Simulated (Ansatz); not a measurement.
Bi2SO2 (Pnnm, No. 58, 10 atoms in the cell; start mp-27891), treated with r²SCAN+SOC (plane waves, PAW; Ansatz, a first-principles code).

Settings: plane-wave cutoff 560 eV, 10×4×10 k mesh (along the axes of the cell as run), Fermi–Dirac smearing 0.01 eV, PAW data made under PBE.

Cell (relaxed with PBEsol):

Space group Pnnm (No. 58); a = 3.8206 Å, b = 11.9086 Å, c = 3.8187 Å, α = β = γ = 90.00°

```tsv
atom	site	symmetry	x	y	z
Bi	4g	..m	0.0198	0.3577	0.0000
S	2a	..2/m	0.0000	0.0000	0.0000
O	4g	..m	0.0144	0.2499	0.5000
```

### Question
Estimate the band gap and smallest direct gap on the k points sampled that the calculation returns.

### Answer

* **band gap**: 0.91 eV (indirect)
* **smallest direct gap on the k points sampled**: 1.25 eV

Note: cell and atoms aren't relaxed at this level (largest force component 0.09 eV/Å, pressure 2.0 GPa).

Static lattice: no zero-point or thermal effects.

Cost on a shared machine: roughly 30 core-minutes.

A start named mp-… is a Materials Project structure, which need not be a measured phase.
